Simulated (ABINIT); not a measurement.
Worked example: self-consistent single point of Ni3Si (Pm-3m, 4 atoms in the cell) in ABINIT.

Computed with PBE, norm-conserving pseudopotentials (PseudoDojo nc-sr-05 PBE standard) (plane waves; ABINIT).

The change in words: lattice scaled by 0.98. Reference geometry:
```
CELL_PARAMETERS angstrom
      3.59670     0.00000     0.00000
      0.00000     3.59670     0.00000
      0.00000     0.00000     3.59670
ATOMIC_POSITIONS crystal
  Si 0.00000 0.00000 0.00000
  Ni 0.00000 0.50000 0.50000
  Ni 0.50000 0.00000 0.50000
  Ni 0.50000 0.50000 0.00000
```

Reference input (self-consistent single point, DFT, PBE, plane waves, norm-conserving pseudopotentials (PseudoDojo nc-sr-05 PBE standard)): pseudos = [Si.upf, Ni.upf]; ecut = 49 Ha; occopt = 7; tsmear = 0.272 eV; ngkpt = 7 7 7; nshiftk = 1; shiftk = 0 0 0; potentials = PseudoDojo nc-sr-05 PBE standard; nband = 37; kptopt = 1; nstep = 100; toldfe = 1e-09 Ha. This run's input differs from it in these lines:

```diff
@@ -3,3 +3,3 @@
 pseudos "Si.upf, Ni.upf"
-acell 6.7967722833 6.7967722833 6.7967722833
+acell 6.6608367242 6.6608367242 6.6608367242
 rprim
@@ -14,5 +14,5 @@
          0.0000000000    0.0000000000    0.0000000000
-         0.0000000000    1.7983485000    1.7983485000
-         1.7983485000    0.0000000000    1.7983485000
-         1.7983485000    1.7983485000    0.0000000000
+         0.0000000000    1.7623815000    1.7623815000
+         1.7623815000    0.0000000000    1.7623815000
+         1.7623815000    1.7623815000    0.0000000000
       Angstrom
```

Output, abridged:

```
--- !BeginCycle
solver: {iscf: 7, nstep: 100, nline: 4, wfoptalg: 0, }
tolerances: {toldfe: 1.00E-09, }
...

     iter   Etot(hartree)      deltaE(h)  residm     vres2
 ETOT  1  -506.21842717608    -5.062E+02 3.568E-01 6.084E+02
 ETOT  2  -505.48463842399     7.338E-01 4.180E-02 9.997E+03
 ETOT  3  -507.33848588083    -1.854E+00 7.319E-02 1.753E+03
 ETOT  4  -507.32282162081     1.566E-02 3.471E-03 1.864E+03
 ETOT  5  -507.64209361754    -3.193E-01 2.726E-03 1.810E+02
   [... 5 lines left out ...]
 ETOT 11  -507.67097022124    -3.084E-06 2.732E-05 8.269E-05
 ETOT 12  -507.67097023353    -1.229E-08 3.808E-05 3.220E-07
 ETOT 13  -507.67097023359    -6.139E-11 8.985E-06 1.673E-08
 ETOT 14  -507.67097023357     1.847E-11 1.309E-05 6.700E-11
 At SCF step   14, etot is converged :
  for the second time, diff in etot=  1.847E-11 < toldfe=  1.000E-09

 Cartesian components of stress tensor (hartree/bohr^3)
  sigma(1 1)=  1.05063859E-04  sigma(3 2)=  0.00000000E+00
  sigma(2 2)=  1.05063859E-04  sigma(3 1)=  0.00000000E+00
  sigma(3 3)=  1.05063859E-04  sigma(2 1)=  0.00000000E+00

 ----iterations are completed or convergence reached----

 reduced coordinates (array xred) for    4 atoms
       0.000000000000      0.000000000000      0.000000000000
       0.000000000000      0.500000000000      0.500000000000
       0.500000000000      0.000000000000      0.500000000000
       0.500000000000      0.500000000000      0.000000000000
 cartesian forces (eV/Angstrom) at end:
    1     -0.00000000000000    -0.00000000000000    -0.00000000000000
   [... lines left out ...]
 Fermi (or HOMO) energy (hartree) =   0.41401   Average Vxc (hartree)=  -0.49436
   [... lines left out ...]
total_energy        : -5.07670970233575E+02
total_energy_eV     : -1.38144296456044E+04
band_energy         : -4.43943486097918E+01
...

-Cartesian components of stress tensor (GPa)         [Pressure= -3.0911E+00 GPa]
- sigma(1 1)=  3.09108493E+00  sigma(3 2)=  0.00000000E+00
- sigma(2 2)=  3.09108493E+00  sigma(3 1)=  0.00000000E+00
- sigma(3 3)=  3.09108493E+00  sigma(2 1)=  0.00000000E+00

 Calculation completed.
```

The run converged in 14 iterations. Against the reference run the free energy falls by 36.5 meV/atom and the pressure goes from -13.41 to -3.09 GPa.

The starting cell has typed, rounded lattice constants, without a prior relaxation at this level. Its lattice was rescaled by a random factor within 2.5 % of one. For this run, on top of that: lattice scaled by 0.98. Spin polarisation is off. With a pressure of about -3 GPa the cell is away from its equilibrium volume at this level.

Cost on one core of a shared machine: roughly 2 min.
